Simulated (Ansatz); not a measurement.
Ansatz (a quantum-chemistry and plane-wave program) run on YAl2 (R3m, 6 atoms in the cell): self-consistent single point.

Method: PBEsol, harder PAW files (source: ansatz) made with PBE (plane waves; Ansatz).

```
YAl2
1.0
    0.00000     3.91266     3.91266
    3.91266     0.00000     3.91266
    3.91266     3.91266     0.00000
Y Al
2 4
Direct
  0.75369   0.75369   0.75369
  0.50000   0.50000   0.50000
  0.12500   0.62500   0.12500
  0.12500   0.12500   0.12500
  0.62500   0.12500   0.12500
  0.12500   0.12500   0.62500
```

Reference input (self-consistent single point, DFT, PBEsol, plane waves, default PAW files made with PBE): basis.ecutwfc = 420 eV; kpoints.mp_grid.grid = 7 7 7; hamiltonian.xc = pbesol; hamiltonian.pseudopotentials = {kind: paw} (the program's default PAW files); scf.occupations.method = fermi_dirac; scf.occupations.width = 0.1 eV. This run's input differs from it in these lines:

Ansatz 0.2 input:
```diff
@@ -14,3 +14,3 @@
 basis:
-  ecutwfc: 420.0
+  ecutwfc: 900.0
 kpoints:
@@ -19,3 +19,3 @@
   xc: pbesol
-  pseudopotentials: { kind: paw }
+  pseudopotentials: { kind: paw, source: ansatz }
 scf:
```

Log, with long lists cut:

```
SCF iter   1: F=—  HF=-17267.575454 eV  |F-HF|=—  |Δ(HF+E_count)|=         —  Δρ=2.65e-2  dr2=1.40e0  ethr=3.10e-3  ⟨swp⟩=7.2  Hψ=7516  notcnv=0  defer=3
all-band conjugate gradients solve this SCF's bands
preconditioner: auto → Kerker (q_TF=auto, 2.470 Å⁻¹)
SCF iter   2: F=—  HF=-17267.271526 eV  |F-HF|=—  |Δ(HF+E_count)|=   3.04e-1  Δρ=1.59e-2  dr2=5.03e-1  ethr=2.11e-3  ⟨swp⟩=2.7  Hψ=2413  notcnv=0
SCF iter   3: F=—  HF=-17267.091854 eV  |F-HF|=—  |Δ(HF+E_count)|=   1.80e-1  Δρ=3.11e-3  dr2=1.30e-2  ethr=7.62e-4  ⟨swp⟩=3.2  Hψ=2768  notcnv=0
SCF iter   4: F=—  HF=-17267.087179 eV  |F-HF|=—  |Δ(HF+E_count)|=   4.67e-3  Δρ=7.35e-4  dr2=6.86e-4  ethr=1.97e-5  ⟨swp⟩=3.1  Hψ=3026  notcnv=0
SCF iter   5: F=—  HF=-17267.087004 eV  |F-HF|=—  |Δ(HF+E_count)|=   1.75e-4  Δρ=1.06e-4  dr2=1.01e-5  ethr=1.04e-6  ⟨swp⟩=2.0  Hψ=2084  notcnv=0
SCF iter   6: F=—  HF=-17267.086888 eV  |F-HF|=—  |Δ(HF+E_count)|=   1.16e-4  Δρ=1.74e-5  dr2=1.93e-7  ethr=1.53e-8  ⟨swp⟩=2.0  Hψ=3235  notcnv=0
SCF iter   7: F=-17267.086888 eV  HF=-17267.086888 eV  |F-HF|=1.31e-9  |Δ(HF+E_count)|=   6.01e-9  Δρ=2.94e-6  dr2=8.37e-9  ethr=1.52e-10  ⟨swp⟩=8.2  Hψ=8271  notcnv=0
SCF 1 converged in 7 iterations: F = -17267.086888 eV  dr2 = 8.37e-9
Free energy (F): -17267.086888 eV
Internal energy: -17266.975295 eV  (E = F + TS)
E sigma→0 (E₀):  -17267.031092 eV
Entropy (-TS):   -0.111593 eV (-18.599 meV/atom)
Fermi energy:    10.578209 eV
--- Forces (eV/Å), atoms counted from 1 ---
  atom   1  Y     -0.17279117    -0.17279117    -0.17279117
  atom   2  Y      0.05128770     0.05128770     0.05128770
  atom   3  Al     0.03027104     0.04330856     0.03027104
  atom   4  Al     0.01765443     0.01765443     0.01765443
  atom   5  Al     0.04330856     0.03027104     0.03027104
  atom   6  Al     0.03027104     0.03027104     0.04330856
--- Stress (GPa, compression-positive) ---
       -0.568036      -0.041021      -0.041021
       -0.041021      -0.568036      -0.041021
       -0.041021      -0.041021      -0.568036
  P = ⅓ Tr σ = -0.5680 GPa (-5.680 kbar)
  The stress holds the Pulay correction. Without it, at fixed plane waves, as pw.x and ABINIT print it: P = -0.5760 GPa
```

The run converged in 7 iterations. Against the reference run the pressure hardly changes (-0.54 to -0.57 GPa) and the largest force stays at 0.299 eV/Å.

The starting cell comes from a database of computed structures (which also holds hypothetical and non-ambient phases and stackings), without a prior relaxation at this level. Its lattice was rescaled by up to half a per cent. One atom was moved a little off its site on purpose. Ansatz's pressure includes its estimate of the finite-basis (Pulay) stress.

Cost on one core of a shared machine: roughly 30 s.
